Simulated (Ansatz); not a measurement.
Cell and atoms of amorphous Al30O48H6:

```xyz
84
Lattice="9.2149 -0.0189 -0.3912 -0.0189 9.7414 0.2612 -0.3912 0.2612 9.9142" Properties=species:S:1:pos:R:3 pbc="T T T"
Al     7.3006     9.2039     6.9486
Al     4.6958     5.9442     3.1639
Al     1.9600     6.0488     7.3491
Al     4.5078     8.0858     7.7019
Al    -0.1216     7.0071     5.8370
Al     1.2981     4.0585     9.1554
Al     8.1338     9.2718     0.1458
Al     4.2395     0.7725     6.2383
Al     5.9703     5.8104     5.8387
Al     5.8298     4.2046     1.2793
Al     5.0377     8.5028     0.8841
Al     0.0528     7.3015     9.1044
Al     1.9862     9.2480     1.0150
Al     8.0965     6.2087     1.9742
Al     3.1475     3.1401     1.8037
Al    -0.1364     1.5360     8.3146
Al     6.7276     8.2228     4.0235
Al     1.9967     8.8830     6.3867
Al     8.8159     1.5493     4.8851
Al     1.7669     2.6687     6.3139
Al     3.0466     1.3161     8.8404
Al     6.5524     1.5724     0.1090
Al     3.9321     8.9576     3.6431
Al     4.4835     3.5640     5.3807
Al     8.0900     4.1872     4.3506
Al     4.4162     3.8512     8.2664
Al     1.5526     4.6612     4.2443
Al     5.8268     1.7633     3.4436
Al     6.2053     6.4282     9.1273
Al     0.5580     8.8937     3.3992
O      4.9038     7.6551     9.4634
O      5.5535     4.7930     9.4514
O      3.4566     9.3847     5.2898
O      3.3391     2.2275     7.1617
O      0.3831     3.6622     0.5534
O      2.8829     2.6620     0.1277
O      1.7058     3.5618     2.7074
O      2.3202     9.1692     2.8168
O      3.1871     7.2353     6.8906
O      4.8266     2.2291     9.0117
O      2.8255     5.9831     3.6817
O      4.9908     1.9185     5.0645
O      5.7381     9.6759     3.6204
O      1.8040     7.5426     0.3399
O      9.0040     5.1022     3.0468
O      4.1059     1.7724     2.5171
O      5.3552     4.6546     4.3144
O      6.5110     9.5317     0.8022
O      2.8539     4.7078     8.1957
O      1.1364     5.6634     5.7934
O      4.5207     7.6798     2.3499
O      6.4412     5.6416     2.0794
O      4.2007     4.5507     1.8724
O      5.2477     4.3453     6.7742
O      1.2345     0.9294     5.9702
O      0.6842     7.7534     7.3821
O      8.9138     0.6400     3.3030
O      5.4516     7.0875     4.5637
O      6.4410     2.5419     1.6070
O      5.5863     9.4642     7.1113
O      6.0215     6.8279     7.3914
O      0.7230     5.7178     8.7228
O      8.0574     1.0753     6.4920
O      3.2500     9.5479     7.8562
O      1.2229     0.7342     9.1570
O      7.7223     5.5938     5.4238
O      0.3342     3.2369     5.2192
O      2.7636     3.6544     5.1598
O      7.7205     8.3127     5.4968
O      0.7258     2.9910     7.8230
O      3.7704     9.7211     0.6778
O      7.7750     1.5560     9.2418
O      1.0186     8.1343     4.9250
O      8.1742     6.4643     0.1320
O      7.3347     2.5468     4.1079
O      0.2413     9.1840     1.6216
O      8.0760     7.7470     2.9028
O      8.0419     8.7070     8.5237
H      8.5988     1.2241     2.5949
H      2.3933     6.8184     0.5994
H      9.1566     2.7769     0.1613
H      2.5808     6.6976     4.3067
H      0.9951     3.6791     1.9680
H      4.1236     1.1542     1.7326
```

All values below come from PBE, scalar-relativistic without spin-orbit coupling (plane waves to 420 eV, PAW; Ansatz, a quantum-chemistry and plane-wave program).

A CHGNet melt-quench gave the starting glass, which DFT then relaxed. O atoms were pushed apart under 1.9 Å during the dynamics, to hinder bonds among them. The hot cell started wider than the set density and was brought back towards it in steps. It is the lowest in DFT energy of 8 quenches. It is a model cell: composition and starting density were chosen by hand, and all elements were melted together. No dispersion term was used. Its density started from a set value of 2.96 and ended at 2.96 g/cm³. The simulated quench (nominally 370 K/ps over its main leg) is rapid and tends to freeze in more defects than a deposited or slowly cooled glass has. Values belong to this one cell and scatter from quench to quench. Volume and shape were free in the relaxation. Stress components on the final sampling reach 0.7 GPa. Cycles of charging lowered its energy after that relaxation.

Cut-offs for bonds: Al-Al 2.66 Å, Al-O 2.30 Å, Al-H 1.82 Å, O-O 1.58 Å, O-H 1.24 Å, H-H 0.90 Å. Two cations that share two anions don't count as bonded, nor two that share one unless they lie closer than Al-Al 2.59 Å.

Task: Give the coordination numbers, mean bond lengths and angles.

Result: 
```yaml
Mean coordination of Al by anions: 4.70 (13 with 4, 13 with 5, 4 with 6)
Mean coordination of O: 3.06 (1 with 2, 43 with 3, 4 with 4)
Mean coordination of H: 1.00 (6 with 1)
Mean Al-O bond: 1.860 Å (spread 0.094 Å, 141 counted)
Mean O-H bond: 0.987 Å (spread 0.023 Å, 6 counted)
Bond angle at Al: mean 107.1°, spread 24.4°
Bond angle at O: mean 116.2°, spread 16.7°
```

Task: List the pairs of like atoms that count as bonded by the rules above.

Result: There are none by these rules.
